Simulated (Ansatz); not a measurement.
The starting structures come from a database of crystals and need not be the phases stable at ambient conditions.

The decay constant κ of evanescent states in the gap governs leakage through a thin film.

Data:

```
CELL_PARAMETERS angstrom
      3.86607     0.00000     0.00000
      0.00000     3.86607     0.00000
      1.93304    -1.93304     2.73373
ATOMIC_POSITIONS crystal
  Mg 0.00000 0.00000 0.00000
  Se 0.50000 0.50000 0.00000
```

The cell is taken as given; by LDA it stands under a pressure of -2.7 GPa.

Transport runs along the normal of the first two printed cell vectors, the (001) plane of the conventional cell.

No gap correction and no spin-orbit coupling; mid-gap is the computed energy nearest the middle.

Task: Predict the band gap and the smallest decay constant κ at mid-gap from LDA (Ansatz, a quantum-chemistry and plane-wave program).

Result: Gap 1.65 eV on a 12×12×12 mesh; κ = 0.142 1/Å, at the zone centre.
